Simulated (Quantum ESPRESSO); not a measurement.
**Convergence study of the plane-wave cutoff for BaTiO₃ (P4mm, 5 atoms in the cell)**

```
CELL_PARAMETERS angstrom
      4.01200     0.00000     0.00000
      0.00000     4.01200     0.00000
      0.00000     0.00000     4.01200
ATOMIC_POSITIONS crystal
  Ba 0.00000 0.00000 0.01246
  Ti 0.50000 0.50000 0.50000
  O  0.50000 0.00000 0.50000
  O  0.00000 0.50000 0.50000
  O  0.50000 0.50000 0.00000
```

Method: PBE, PseudoDojo standard norm-conserving (PBE) pseudopotentials (plane waves; Quantum ESPRESSO).

Base settings: ecutwfc = 85 Ry; occupations = smearing; smearing = fermi-dirac; degauss = 0.000734986 Ry; potentials = {Ba: Ba.upf, Ti: Ti.upf, O: O.upf}; K_POINTS = automatic 2 2 2 0 0 0; conv_thr = 1e-10 Ry; mixing_beta = 0.3.

The second cell is the first with its lattice scaled by 0.98.

The mesh stays at the base's, so the ladder's end is converged at best in this setting alone.

Only quantities that move along the ladder and can be compared are tabulated; the gap is left out on so coarse a mesh.

The count of work is k-points × plane waves × bands × iterations; it is no time. 

The starting cell has typed, rounded lattice constants, without a prior relaxation at this level. Its lattice was rescaled by up to half a per cent. One atom was moved a little off its site on purpose. The mesh is very coarse (it stands for a supercell whose shortest vector is 8 Å): a converged loop gives no converged values here.

Steps (ecutwfc): 30 Ry; 34 Ry; 38 Ry; 42 Ry; 47 Ry; 51 Ry; 59 Ry; 68 Ry; 76 Ry; 85 Ry; 94 Ry; 102 Ry; 115 Ry; 128 Ry; 149 Ry; 170 Ry; 204 Ry.

Question: What is the coarsest ecutwfc that holds the energy of the compressed cell less the first within 1 meV/atom of the last step, with all finer ones?

Answer: 68 Ry, at 0.18 of the last step's count of work; the step before is off by 3.8 meV/atom.

Question: What is the coarsest ecutwfc that holds the forces within 0.02 eV/Å of the last step, with all finer ones?

Answer: 47 Ry, at 0.14 of the last step's count of work; the step before is off by 0.065 eV/Å.

Question: What is the coarsest ecutwfc that holds the free energy within 1 meV/atom of the last step, with all finer ones?

Answer: 85 Ry, at 0.29 of the last step's count of work; the step before is off by 2.4 meV/atom.

| ecutwfc | free energy less the last step's (meV/atom) | energy of the compressed cell less the first (meV/atom) | pressure (GPa) | largest difference of a force vector from the last step's (eV/Å) | count of work / last |
|---|---|---|---|---|---|
| 30 Ry | 5633.94 | 343.81 | -146.74 | 0.070 | 0.053 |
| 34 Ry | 3662.81 | 52.35 | -110.93 | 0.032 | 0.060 |
| 38 Ry | 2397.96 | -32.89 | -85.36 | 0.027 | 0.081 |
| 42 Ry | 1442.12 | 10.66 | -60.89 | 0.065 | 0.087 |
| 47 Ry | 721.54 | 35.47 | -36.90 | 0.004 | 0.14 |
| 51 Ry | 379.84 | 52.75 | -22.07 | 0.005 | 0.13 |
| 59 Ry | 102.57 | 36.84 | -6.33 | 0.002 | 0.17 |
| 68 Ry | 16.83 | 40.43 | 0.74 | 0.000 | 0.18 |
| 76 Ry | 2.40 | 40.64 | 2.51 | 0.000 | 0.21 |
| 85 Ry | 0.53 | 40.61 | 2.85 | 0.000 | 0.29 |
| 94 Ry | 0.40 | 40.64 | 2.87 | 0.000 | 0.27 |
| 102 Ry | 0.34 | 40.61 | 2.87 | 0.000 | 0.31 |
| 115 Ry | 0.27 | 40.61 | 2.87 | 0.000 | 0.40 |
| 128 Ry | 0.23 | 40.61 | 2.87 | 0.000 | 0.59 |
| 149 Ry | 0.15 | 40.61 | 2.87 | 0.000 | 0.58 |
| 170 Ry | 0.10 | 40.61 | 2.87 | 0.000 | 0.86 |
| 204 Ry | 0.00 | 40.60 | 2.87 | 0.000 | 1.0 |

The energy difference between the two cells stays within 1 meV/atom of the last step's from 68 Ry on, the total only from 85 Ry on: much of the error is common to both cells and cancels.

At the lowest cutoff the pressure lies 150 GPa under the last step's, the usual sign of Pulay stress in an incomplete plane-wave basis.
